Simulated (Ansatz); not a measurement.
Start from Ca in the fcc (Cu type) structure (space group Fm-3m, No. 225; a = 5.456 Å; relaxed with 0.1 eV smearing).

Method: PBEsol (Ansatz, a quantum-chemistry and plane-wave program, PAW, no spin-orbit coupling).

Base values:

| Property | Value |
|---|---|
| Band gap | zero |
| Pressure | 0.0 GPa |

The change: the cell is scaled by 0.9800 in all directions; the atoms relax in the strained cell.

### Question
What happens to the band gap?

### Answer
The band gap remains zero.

### Question
Predict the new energy relative to the base.

### Answer
The energy increases by 8.7 meV/atom.

### Question
How does this affect the pressure?

### Answer
The pressure goes from zero to 1.2 GPa.

No phonon test of stability was made.
